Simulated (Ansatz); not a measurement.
```yaml
crystal:
  lattice:
    - [1.56311, 0.90246, 5.99113]
    - [-1.56311, 0.90246, 5.99113]
    - [0.00000, -1.80492, 5.99113]
  atoms:
    - { symbol: Mo, position: [0.99998, 0.99998, 0.99998] }
    - { symbol: S, position: [0.24701, 0.24701, 0.24701] }
    - { symbol: S, position: [0.41971, 0.41971, 0.41971] }
```

The cell was generated from a structure type, relaxed within its symmetry, and need not be the phase found at ambient conditions.

Task: Give the diagonal Born effective charges atom by atom and the electronic dielectric tensor from linear response, LDA density-functional theory in Ansatz (plane waves, PAW).

Result: 
| atom | Z*xx | Z*yy | Z*zz |
|---|---|---|---|
| Mo1 | -1.12 | -1.12 | -0.91 |
| S2 | 0.57 | 0.57 | 0.52 |
| S3 | 0.55 | 0.55 | 0.39 |

ε∞ diagonal: 16, 16, 7.7. The program warned that the k mesh resolves the field response only roughly, so the permittivities are not converged. Away from Γ the polar cell without biaxial strain shows no imaginary mode on a 2×2×2 mesh.

Ansatz is a quantum-chemistry and plane-wave program.
